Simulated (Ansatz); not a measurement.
N interstitial in wurtzite AlN: one set of geometries, relaxed with PBE, evaluated in Ansatz (PAW, plane waves to 420 eV, 500 eV under r2SCAN) with PBE, r2SCAN.

Details: 96-site cell; 2×2×2 shifted k-points; start: void with 3N nearest; charged states image-corrected; energies good to tenths of an eV; flagged in the runs: a host whose relaxation on this sampling wasn't shown to rest, a strain field that reaches the edge of the cell.

| quantity | PBE | r2SCAN |
|---|---|---|
| host gap (eV) | 4.03 | … |
| ε(+1/0) above the VBM (eV) | 1.52 | … |
| ε(0/−1) above the VBM (eV) | 1.71 | … |
| ε(−1/−2) above the VBM (eV) | not bound | not settled |
| largest moment on one atom at charge +1 (μB) | 0.36 | … |
| neutral formation energy against N2 molecule in a box (eV) | 4.88 | … |
| largest moment on one atom at charge 0 (μB) | 0.20 | … |
| carrier at charge −2 | electron in a host band | not settled |

Question: Given the lower rungs, what does r2SCAN give?

Answer: 
- host gap (eV), r2SCAN: 4.67
- ε(+1/0) above the VBM (eV), r2SCAN: 1.85
- ε(0/−1) above the VBM (eV), r2SCAN: 1.95
- largest moment on one atom at charge +1 (μB), r2SCAN: 0.39
- neutral formation energy against N2 molecule in a box (eV), r2SCAN: 4.73
- largest moment on one atom at charge 0 (μB), r2SCAN: 0.22

"Not bound" means that the carrier spreads over host band states in this cell; a shallow level, bound over tens of ångströms, can't be resolved here.

Ansatz is a first-principles code.
